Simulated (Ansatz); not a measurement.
Short convergence ladders for HfTeSe (P3m1, 3 atoms in the cell)

```
HfTeSe
1.0
    3.86459     0.00000     0.00000
   -1.93230     3.34683     0.00000
    0.00000     0.00000     6.73573
Hf Te Se
1 1 1
Direct
  0.00000   0.00000   0.98919
  0.66667   0.33333   0.25072
  0.33333   0.66667   0.76752
```

Base method: PBEsol, default PAW files made with PBE (plane waves; Ansatz, a program for electronic structure).

Base settings: basis.ecutwfc = 420 eV; kpoints.mp_grid.grid = 10 10 5; hamiltonian.xc = pbesol; hamiltonian.pseudopotentials = {kind: paw} (the program's default PAW files); scf.occupations.method = fermi_dirac; scf.occupations.width = 0.1 eV.

The count of work is k-points × plane waves × bands × iterations; it is no time. 

**The k-point mesh at a smearing width of 0.02 eV**

In this ladder: scf.occupations.width = 0.02 eV.

Only quantities that move along the ladder and can be compared are tabulated.

| kpoints.mp_grid.grid | free energy less the last step's (meV/atom) | pressure (GPa) | largest difference of a force vector from the last step's (eV/Å) | count of work / last |
|---|---|---|---|---|
| 4 4 2 | 50.71 | -0.65 | 0.125 | 0.012 |
| 5 5 3 | 22.97 | -0.63 | 0.051 | 0.017 |
| 6 6 3 | 10.94 | -0.63 | 0.039 | 0.025 |
| 7 7 4 | 4.76 | -0.72 | 0.040 | 0.036 |
| 9 9 5 | 0.92 | -0.71 | 0.027 | 0.054 |
| 11 11 6 | 0.04 | -0.69 | 0.019 | 0.11 |
| 13 13 7 | -0.14 | -0.67 | 0.012 | 0.16 |
| 19 19 10 | -0.06 | -0.64 | 0.001 | 0.59 |
| 23 23 12 | 0.00 | -0.63 | 0.000 | 1.0 |

Coarsest kpoints.mp_grid.grid that holds the forces within 0.01 eV/Å of the last step, with all finer ones: 19 19 10; the step before is off by 0.012 eV/Å.

Coarsest kpoints.mp_grid.grid that holds the free energy within 0.5 meV/atom of the last step, with all finer ones: 11 11 6, at 0.11 of the last step's count of work; the step before is off by 0.92 meV/atom.

Coarsest kpoints.mp_grid.grid that holds the pressure within 0.05 GPa of the last step, with all finer ones: 13 13 7, at 0.16 of the last step's count of work; the step before is off by 0.06 GPa.

**The width of Fermi-Dirac smearing**

In this ladder: kpoints.mp_grid.grid = 16 16 8.

Narrow widths need finer meshes than wide ones, so the last steps can hold mesh noise.

Only quantities that move along the ladder and can be compared are tabulated; pressure and forces are left out, as mesh noise rules them at narrow widths.

| scf.occupations.width | free energy less the last step's (meV/atom) | energy extrapolated to zero width less the last step's (meV/atom) |
|---|---|---|
| 1 eV | -752.58 | 166.34 |
| 0.5 eV | -126.47 | 42.39 |
| 0.3 eV | -31.61 | 11.01 |
| 0.2 eV | -10.55 | 3.06 |
| 0.1 eV | -1.63 | 0.23 |
| 0.05 eV | 0.00 | 0.00 |

Widest scf.occupations.width that holds the energy extrapolated to zero width within 1 meV/atom of the last step, with all finer ones: 0.1 eV; the step before is off by 3.1 meV/atom.

Widest scf.occupations.width that holds the free energy within 5 meV/atom of the last step, with all finer ones: 0.1 eV; the step before is off by 11 meV/atom.

**The width of cold smearing**

In this ladder: kpoints.mp_grid.grid = 16 16 8; scf.occupations.method = cold.

Narrow widths need finer meshes than wide ones, so the last steps can hold mesh noise.

Only quantities that move along the ladder and can be compared are tabulated; pressure and forces are left out, as mesh noise rules them at narrow widths.

| scf.occupations.width | free energy less the last step's (meV/atom) |
|---|---|
| 0.5 eV | 3.40 |
| 0.3 eV | 0.00 |
| 0.2 eV | -0.20 |
| 0.1 eV | -0.05 |
| 0.05 eV | 0.00 |

Widest scf.occupations.width that holds the free energy within 2 meV/atom of the last step, with all finer ones: 0.3 eV; the step before is off by 3.4 meV/atom.

On the base run: the starting cell comes from a database of computed structures (which also holds hypothetical and non-ambient phases and stackings), without a prior relaxation at this level. Its lattice was rescaled by up to half a per cent. One atom was moved a little off its site on purpose. Ansatz's pressure includes its estimate of the finite-basis (Pulay) stress.

Left out of this page: 4 runs of the series outside the window shown, repeating another row's setting, or not comparable; 1 run of the series unsound by tests on forces, stress, charge or solver warnings.

Keys are those of Ansatz 0.2.
